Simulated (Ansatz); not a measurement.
# PbTe, pressure series

The reference is PbTe in the rock salt structure (space group Fm-3m, No. 225; a = 6.442 Å).

Cell and atoms are relaxed at each pressure.

Method: PBEsol (Ansatz, an electronic-structure program; PAW; 420 eV plane waves; spin-orbit coupling left out).

```json
[
 {"pressure (GPa)": "-2", "volume per atom (Å³/atom)": "35.142"},
 {"pressure (GPa)": "-1", "volume per atom (Å³/atom)": "?"},
 {"pressure (GPa)": "0", "volume per atom (Å³/atom)": "33.417"},
 {"pressure (GPa)": "3", "volume per atom (Å³/atom)": "31.528"},
 {"pressure (GPa)": "7", "volume per atom (Å³/atom)": "29.668"},
 {"pressure (GPa)": "15", "volume per atom (Å³/atom)": "27.127"},
 {"pressure (GPa)": "50", "volume per atom (Å³/atom)": "21.762"},
 {"pressure (GPa)": "75", "volume per atom (Å³/atom)": "19.854"},
 {"pressure (GPa)": "100", "volume per atom (Å³/atom)": "18.482"}
]
```

Q: Fit the third-order Birch–Murnaghan form P(V) = (3B₀/2)[(V₀/V)^(7/3) − (V₀/V)^(5/3)]·[1 + (3/4)(B₀′ − 4)((V₀/V)^(2/3) − 1)] (squares taken in P) to the rows shown and predict the withheld row.

A: Least squares on the printed values gives V₀ = 33.433 Å³/atom, B₀ = 45.1 GPa, B₀′ = 4.4; this predicts 34.222 Å³/atom, and the run gives 34.228 Å³/atom, 0.006 higher.

Measured bulk modulus of PbTe: 39.8 GPa (room temperature; as listed in Kerstin Hummer, Andreas Grüneis, Georg Kresse, Physical Review B (2007)); the computed value is for a static lattice, so the two differ by thermal effects too.

A case with no gap was solved on a k-mesh chosen for an insulator, which is coarse for it. Load acts through the strain it causes; cell and atoms are relaxed under it. Whether these cells are dynamically stable was not tested. No other phases were tried under pressure. The final runs are not spin-polarised.
